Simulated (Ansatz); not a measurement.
The starting structures come from a database of crystals and need not be the phases stable at ambient conditions.

 Where the default PAW files enter, the runs use the earlier of Ansatz's two default sets.

The decay constant κ of evanescent states in the gap governs leakage through a thin film.

Data:

```xyz
6
Lattice="4.0414 0.0000 0.0000 0.0000 6.4375 0.0000 0.0000 0.0000 5.3309" Properties=species:S:1:pos:R:3 pbc="T T T"
Te     0.0000     2.3620     1.1718
Te     0.0000     4.0755     4.1591
Te     2.0207     0.8568     3.8372
Te     2.0207     5.5807     1.4937
Ru     0.0000     0.0000     0.0000
Ru     2.0207     3.2187     2.6654
```

Space group of this cell: Pnnm. The cell is taken as given.

Transport runs along the normal of the first two printed cell vectors.

No gap correction and no spin-orbit coupling; mid-gap values are interpolated between computed energies.

Question: Compute, with r2SCAN (Ansatz, a program for electronic structure), the band gap and the smallest decay constant κ at mid-gap.

Answer: Gap 0.53 eV on a 8×6×6 mesh; κ = 0.128 1/Å, at the zone centre.
